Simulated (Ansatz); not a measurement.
Input:

```
CELL_PARAMETERS angstrom
      0.00000     1.75127     1.75127
      1.75127     0.00000     1.75127
      1.75127     1.75127     0.00000
ATOMIC_POSITIONS crystal
  Cu 0.00000 0.00000 0.00000
```

Calculation: PBEsol, rigid bands (plane waves, PAW, scalar-relativistic; Ansatz, an electronic-structure program). Condition of this run: hydrostatic pressure 10 GPa (the target of the relaxation). Cell: cell and atoms relaxed with PBEsol, then loaded as said.

### Question
For narrow interconnects the product ρ₀λ of bulk resistivity and mean free path ranks metals, the lower the better. What is it here?

### Answer
6.3 ×10⁻¹⁶ Ω·m².

### Question
And the Drude plasma energy and the root-mean-square Fermi velocity at 300 K?

### Answer
9.3 eV; 1.1e6 m/s.

A metal at this level (no band gap); rigid bands, thermally averaged at 300 K, both spins. Spin-orbit coupling is left out. τ is one relaxation time for all states; the product of resistivity and mean free path takes one path for all states instead.
